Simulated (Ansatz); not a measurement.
InAs (P6₃mc, No. 186, 4 atoms in the cell; start mp-1007652; a measured phase of this formula has another space group) was calculated with r²SCAN0 (PAW; Ansatz, a program for electronic structure).

The input as run:

Ansatz 0.2 input:
```yaml
crystal:
  lattice:
    - [4.2948160194, 0.0, 0.0]
    - [-2.1474080097, 3.7194197774, 0.0]
    - [0.0, 0.0, 7.0581905762]
  atoms:
    - { symbol: In, position: [0.6666666667, 0.3333333333, 0.5005521051] }
    - { symbol: In, position: [0.3333333333, 0.6666666667, 0.0005521051] }
    - { symbol: As, position: [0.6666666667, 0.3333333333, 0.8749478949] }
    - { symbol: As, position: [0.3333333333, 0.6666666667, 0.3749478949] }
basis:
  ecutwfc: 520
  ecutrho_ratio: 4
  xc_grid: 3
kpoints:
  mp_grid: { grid: [9, 9, 4] }
hamiltonian:
  xc: r2scan0
  dispersion: none
  pseudopotentials: { azcp: { folder: ./paw }, kind: paw }
scf:
  occupations: { method: fermi_dirac, width: 0.01 }
  convergence: { dr2_threshold: 0.0000000004 }
output:
  forces: true
  stress: true
  eigenvalues: true
```

How many irreducible k-points, plane waves at Γ does the program set up, and what pressure does the run end with?

36 irreducible k-points, 3009 plane waves at Γ; P = -0.67 GPa, so the cell is stretched on average and its volume would shrink at this level.

Excerpt of the program's output:

```
WARN output.stress: scf.exx.energy_threshold = 1e-6 eV is looser than the 4e-8 eV advised for a stress under a hybrid functional (1e-8 eV for each atom of the …
Crystal: 4 atoms, lattice volume = 112.749 Å³
Basis set: ecut = 520 eV, 3009 PW (Γ), exchange–correlation on 96×96×162 points (27 copies of the dense FFT grid, shifted against one another)
Bands: 34, of which v1, the nominal top of the filled ones, is band 28 counted from 1 (27 counted from 0)
Symmetry: 12 space group operations
Space group: P63mc (ITA 186), of the structure as read, at distance tolerance 4.8e-5 Å
k-points: 36 of 324 (time reversal used)
Initial density: superposition of atomic densities (chi_scale 0.1, normalization cell, long waves kept (reshape's long-wave potential 0.00 eV rms))
Functional: x = r2scan, c = r2scan; τ floored in thin density (d = 2e-4 eV/Å³), warm-up for x = 0.75 r2scan + 0.25 exact, c = r2scan; τ floored in thin density (d = 2e-4 eV/Å³)
SCF iter   1: F=—  HF=-20954.438258 eV  |F-HF|=—  |Δ(HF+E_count)|=         —  Δρ=3.21e-2  dr2=9.41e-1  dr2_τ=2.14e-2
SCF iter   2: F=—  HF=-20954.450549 eV  |F-HF|=—  |Δ(HF+E_count)|=   1.23e-2  Δρ=1.53e-2  dr2=1.80e-1  dr2_τ=2.05e-3
  ...
Crystal: 4 atoms, lattice volume = 112.749 Å³
Initial density: handed on by an earlier stage of this run
Functional: x = 0.75 r2scan + 0.25 exact, c = r2scan; τ floored in thin density (d = 2e-4 eV/Å³)
Crystal: 4 atoms, lattice volume = 112.749 Å³
SCF iter   5: F=—  HF=-20952.560529 eV  |F-HF|=—  |Δ(HF+E_count)|=   3.55e-9  Δρ=2.68e-7  dr2=4.84e-10  dr2_τ=3.70e-12
SCF iter   6: F=-20952.560529 eV  HF=-20952.560529 eV  |F-HF|=3.64e-11  |Δ(HF+E_count)|=   2.99e-9  Δρ=3.30e-7  dr2=1.23e-10  dr2_τ=6.70e-13
SCF 3 converged in 6 iterations: F = -20952.560529 eV  dr2 = 1.23e-10
Free energy (F): -20952.560529 eV
Internal energy: -20952.560529 eV  (E = F + TS)
E sigma→0 (E₀):  -20952.560529 eV
Fermi energy:    7.256381 eV
--- Stress (GPa, compression-positive) ---
       -0.645900       0.000000      -0.000000
        0.000000      -0.645900       0.000000
       -0.000000       0.000000      -0.710694
  P = ⅓ Tr σ = -0.6675 GPa (-6.675 kbar)
```

The PAW data were made under PBE.

Note: cell and atoms aren't relaxed at this level (pressure -0.7 GPa).

A start named mp-… is a Materials Project structure, which need not be a measured phase.
